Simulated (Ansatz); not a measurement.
**Cs2AgBiBr6: biaxial strain −2.05 %, plane normal [111], relaxed out of plane**

Take Cs2AgBiBr6 (space group Fm-3m, No. 225; a = 11.1873 Å) as the base. Axes: x, y, z lie along the cube axes.

Now apply this change: compressive biaxial strain of 2.05 % in the plane normal to [111], as in epitaxy on a mismatched substrate; the out-of-plane cell vector and the atoms relax.

Computed with Ansatz (a program for electronic structure) PBEsol, no SOC. Settings: 5×5×5 k-points, 0.05 eV Fermi–Dirac smearing.

The volume per atom decreases by 0.566 Å³ to 34.44 Å³ and the space group goes from Fm-3m (No. 225) to R-3m (No. 166). The shortest interatomic distance falls by 0.017 Å, from 2.753 Å to 2.736 Å and the energy grows by 3.0 meV/atom. The pressure (mean of the normal stresses, compression positive) goes from zero to 0.46 GPa and the band gap falls by 0.05 eV (1.10 eV → 1.05 eV). The gap character is indirect, F → L and the smallest direct gap drops by 0.02 eV to 2.21 eV. The electron mass remains 0.36 mₑ along k, 0.25 mₑ across (at L) and the valley order (the lowest conduction-band minima on the path, energy above the VBM, named in the base's zone) is L along [1-1-1] 1.05 eV; L along [111] 1.13 eV; a point along [1-10], about 0.4 Å⁻¹ from Γ 1.82 eV; a point along [10-1], about 0.6 Å⁻¹ from Γ 2.12 eV. The out-of-plane strain amounts to +2.54 % and the ratio −ε⊥/ε∥ amounts to 1.24.

Spin-orbit coupling, missing from the scalar runs, can matter with Bi. Effective masses come from finite differences of ±0.01 Å⁻¹. Along k means along the line from Γ to the band edge. Whether these cells are dynamically stable was not tested. k-point labels follow each cell's own Brillouin zone.
